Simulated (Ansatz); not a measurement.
System: B20 (FeSi-type) CoSi. Method: PBE-D3(BJ) in Ansatz (PAW).

Numerical settings: plane-wave cutoff 520 eV, 12×12×12 k mesh, Fermi–Dirac smearing 0.05 eV, no spin polarisation, scalar-relativistic PAW data made under PBE.

The volume scan:

| V (Å³/atom) | E − E_lowest (meV/atom) | P (GPa) |
|---|---|---|
| 10.092 | 13.64 | 10.80 |
| 10.302 | 3.28 | 5.09 |
| 10.512 | 0.00 | -0.01 |
| 10.722 | 3.05 | -4.55 |
| 10.933 | 11.74 | -8.60 |

Question: Fit the third-order Birch–Murnaghan equation and give B0 and B′.

Answer: V0 = 10.512 Å³/atom, B0 = 241 GPa, B′ = 4.7 (fit to the energies at full precision).

Shape and atoms are relaxed at each volume.

Measured, for comparison: bulk modulus 207 GPa (temperature not stated, no zero-point or thermal correction; as tabulated in Electronic Structure of B20 (FeSi-Type) Transition-Metal Monosilicides …); equilibrium volume per atom 10.97 Å³/atom (temperature not stated, no zero-point or thermal correction; as tabulated in Wikipedia's data pages). Computed (rounded) less measured: bulk modulus +16 %, equilibrium volume per atom -4.2 %.

Note: the bulk modulus comes from volumes at which shape and atoms were relaxed.

Static lattice: no zero-point or thermal effects.

Computing time: roughly 21 core-minutes.

Ansatz is a quantum-chemistry and plane-wave program.
